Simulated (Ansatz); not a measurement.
Functionals compared on a constructed model of the (111) surface of fcc Ni, ferromagnetic, a pseudomorphic layer of Zn in the host's stacking (bottom of the slab: a bare face, its two planes held), in Ansatz (plane waves, PAW). The structure was relaxed with PBE; the other rows are single points on it. Cutoff 420 eV.

Slab: 7 atoms, 12.3 Å thick at the start; k 17x17x1, smearing 0.1 eV, dipole-corrected; 2 atoms held, the rest relaxed; held to the start's symmetry, so lower structures may exist; spin-polarised, ending with about 3.6 μB a cell; orders that need a larger cell were not tried, no spin-orbit, no U. It is one candidate, not shown to be the stable structure of the face. These notes are the PBE run's.

```csv
functional,work function of the top face (eV),magnetic moment of the cell (μB),rough cost of the single point
PBE,4.52,3.61,–
RPBE,4.38,3.66,roughly 2.4 core-minutes
```

Ansatz is an electronic-structure program.
